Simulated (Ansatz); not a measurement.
Worked example: self-consistent single point of the (001) slab of NiO (cut from a parent of space group no. 225; 8 atoms in the cell) in Ansatz (an electronic-structure program).

Method: PBEsol, default PAW files made with PBE (plane waves; Ansatz).

```xyz
8
Lattice="2.9409 0.0000 0.0000 -2.9409 2.9409 0.0000 0.0000 0.0000 20.2386" Properties=species:S:1:pos:R:3 pbc="T T T"
Ni     0.0000     0.0000     9.0795
Ni    -1.4705     1.4705     7.0000
Ni     0.0000     0.0000    13.2386
Ni    -1.4705     1.4705    11.1591
O     -1.4705     1.4705     9.0795
O      0.0000     0.0000     7.0000
O     -1.4705     1.4705    13.2386
O      0.0000     0.0000    11.1591
```
Moments meant for the start (each program seeds them in its own way; μB, in the order of the atoms Ni Ni Ni Ni O O O O): 2.0 2.0 2.0 2.0 0.0 0.0 0.0 0.0.

Reference input (self-consistent single point, DFT, PBEsol, plane waves, default PAW files made with PBE): basis.ecutwfc = 420 eV; kpoints.mp_grid.grid = 9 9 1; hamiltonian.xc = pbesol; hamiltonian.pseudopotentials = {kind: paw} (the program's default PAW files); magnetization.spin_polarized = true; scf.occupations.method = fermi_dirac; scf.occupations.width = 0.01 eV. This run's input differs from it in these lines:

Ansatz 0.2 input:
```diff
@@ -16,3 +16,3 @@
 basis:
-  ecutwfc: 420.0
+  ecutwfc: 355.0
 kpoints:
```

Output, abridged:

```
SCF iter   1: F=—  HF=-25455.770372 eV  |F-HF|=—  |Δ(HF+E_count)|=         —  Δρ=5.94e-2 (↑5.07e-2 ↓5.94e-2)  dr2=1.39e1  dr2_m=1.27e0  M=8.000 μB ∫|m|=8.057 μB  β_m=0.30  ethr=3.10e-3  ⟨swp⟩=7.2  Hψ=7909  notcnv=0  defer=11
Mixer restart at iter 1: flushing history
all-band conjugate gradients solve this SCF's bands
preconditioner: auto → LDOS
spin=Collinear: LDOS preconditioning applied to the charge; magnetization (m = ρ↑ − ρ↓) channel mixes plain (no charge-response kernel on spin).
   [... lines left out ...]
SCF iter  13: F=—  HF=-25455.791442 eV  |F-HF|=—  |Δ(HF+E_count)|=   4.63e-9  Δρ=1.75e-5 (↑6.96e-6 ↓1.75e-5)  dr2=2.31e-7  dr2_m=2.11e-7  M=5.790 μB ∫|m|=5.852 μB  β_m=0.88  ethr=1.41e-9  ⟨swp⟩=2.6  Hψ=3038  notcnv=0  defer=224
SCF iter  14: F=-25455.791442 eV  HF=-25455.791442 eV  |F-HF|=5.12e-8  |Δ(HF+E_count)|=   4.43e-8  Δρ=3.31e-6 (↑2.49e-6 ↓3.31e-6)  dr2=5.77e-8  dr2_m=3.06e-9  M=5.790 μB ∫|m|=5.853 μB  ethr=1.04e-10  ⟨swp⟩=12.3  Hψ=10479  notcnv=0
SCF 1 converged in 14 iterations: F = -25455.791442 eV  dr2 = 5.77e-8
WARN: an SCF from antiferromagnetic starting moments (-2.00, -2.00, 2.00, 2.00, 0.00, 0.00, 0.00, 0.00 Bohr magnetons, atom by atom) was not made, by what the …
   [... lines left out ...]
Absolute magnetization: 5.8523 μB (∫|ρ↑−ρ↓|, with the PAW one-centre terms)
Free energy (F): -25455.791442 eV
Fermi energy:    3.256364 eV
   [... lines left out ...]
  atom   8  O      0.00000000     0.00000000    -0.07450641
--- Stress (GPa, compression-positive) ---
       -7.116475       0.000000       0.000000
        0.000000      -7.116475       0.000000
        0.000000       0.000000      -1.550616
  P = ⅓ Tr σ = -5.2612 GPa (-52.612 kbar)
  The stress holds the Pulay correction. Without it, at fixed plane waves, as pw.x and ABINIT print it: P = -8.4485 GPa
```

The run converged in 14 iterations. 

The starting cell has typed, rounded lattice constants, without a prior relaxation at this level. The slab is cut from that crystal, and its faces are unrelaxed. Its lattice was rescaled by up to half a per cent. The magnetic order is the one reached from the typed start; others were not searched systematically. The program warned that, by what it read of turns of the moments, another magnetic order lies lower. The cutoff lies below the one recommended for these files.

These are the values that this program gave, and no reference: magnetic slabs can end in a higher state.
